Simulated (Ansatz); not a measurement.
An input for Ansatz (PBEsol) and the part of its output that reports the quasi-harmonic study. Lengths are of the primitive cell. The pressure is 30 GPa. The structure is held there; whether it is the stable one at that pressure was not tested.

Ansatz 0.2 input:
```yaml
crystal:
  lattice:
    - [0.0, 1.8679147822, 1.8679147822]
    - [1.8679147822, 0.0, 1.8679147822]
    - [1.8679147822, 1.8679147822, 0.0]
  atoms:
    - { symbol: Pd, position: [0.0, 0.0, 0.0] }
kpoints:
  mp_grid: { grid: [16, 16, 16] }
hamiltonian:
  xc: pbesol
  pseudopotentials: { kind: paw }
scf:
  occupations: { method: methfessel_paxton, width: 0.15 }
phonons:
  method: dfpt
  qmesh: [4, 4, 4]
  temperatures: { t_max: 1000, t_step: 25 }
  thermal_expansion: { pressure: 30 }
checkpoint:
  write: run
```

```
--- Thermal expansion: 10 cells in 3 rounds, 30 GPa ---
  no lower state was reached at cell 4; its state was not examined: fill_not_monotonic
  without vibrations: a 2.64226, b 2.64226, c 2.64226 Å, V 13.0440 Å³, B 353.07 GPa
  at 0 K: a 2.64452, b 2.64452, c 2.64452 Å, V 13.0775 Å³, B 351.03 GPa
  zero-point expansion: a +0.086, b +0.086, c +0.086, V +0.257 %
      T/K        a/Å        b/Å        c/Å       V/Å³ | expansion of a, b, c, V (1e-6/K)   | that of V in the mean from 25 °C | C_P, C_V (J/mol K of the cell) | B_T, B_S (GPa)
     0.00    2.64452    2.64452    2.64452    13.0775 |    0.00    0.00    0.00    0.00 |   11.95 |     0.000     0.000 |   351.03   351.03
   100.00    2.64489    2.64489    2.64489    13.0830 |    3.56    3.56    3.56   10.68 |   15.86 |    14.608    14.576 |   349.94   350.69
   200.00    2.64615    2.64615    2.64615    13.1017 |    5.50    5.50    5.50   16.51 |   17.56 |    22.348    22.199 |   347.27   349.60
   298.15    2.64767    2.64767    2.64767    13.1243 |    6.13    6.13    6.13   18.39 |       - |    24.829    24.555 |   344.43   348.28
   375.00    2.64894    2.64894    2.64894    13.1433 |    6.39    6.39    6.39   19.18 |   18.83 |    25.861    25.487 |   342.16   347.18
   475.00    2.65067    2.65067    2.65067    13.1690 |    6.63    6.63    6.63   19.88 |   19.26 |    26.756    26.251 |   339.17   345.70
   575.00    2.65245    2.65245    2.65245    13.1956 |    6.80    6.80    6.80   20.40 |   19.61 |    27.407    26.768 |   336.15   344.18
   675.00    2.65428    2.65428    2.65428    13.2228 |    6.94    6.94    6.94   20.82 |   19.92 |    27.923    27.146 |   333.11   342.64
   775.00    2.65613    2.65613    2.65613    13.2506 |    7.06    7.06    7.06   21.19 |   20.18 |    28.352    27.436 |   330.06   341.08
   875.00    2.65803    2.65803    2.65803    13.2789 |    7.17    7.17    7.17   21.51 |   20.43 |    28.721    27.663 |   327.00   339.51
   975.00    2.65995    2.65995    2.65995    13.3077 |    7.27    7.27    7.27   21.81 |   20.65 |    29.047    27.843 |   323.93   337.93
  1000.00    2.66043    2.66043    2.66043    13.3150 |    7.29    7.29    7.29   21.88 |   20.70 |    29.123    27.883 |   323.16   337.53
  the static fit leaves 0.004 meV an atom of the energies and, of the stresses, 0.000 GPa of each cell's largest along a strain (root mean squares over the cells), whose Pulay part it has at -0.077 GPa
  vibrations' free energy: its fit passes through its cells
  the electrons' free energy at temperature is in it; its fit leaves 0.0001 meV an atom at the most
  free energies summed between the sampled wave vectors
  estimated error of the fitted expansion in any direction: up to 0.017e-6/K, at 1000 K, with few degrees of freedom (an estimate, not a bound: it was exceeded on models of known expansion)
  by sums over the sampled wave vectors an expansion of the volume parts by up to 0.48e-6/K
  by a static energy of one degree less an expansion of the volume parts by up to 0.03e-6/K
```

Warnings of the run: thermal_expansion_settings.

Cost: around 40 core-minutes (rough).

No phase change or melting is allowed for: the numbers belong to this structure as given.

The PAW data sets were generated under PBE and serve the other functionals too.

Ansatz is a program for electronic structure.
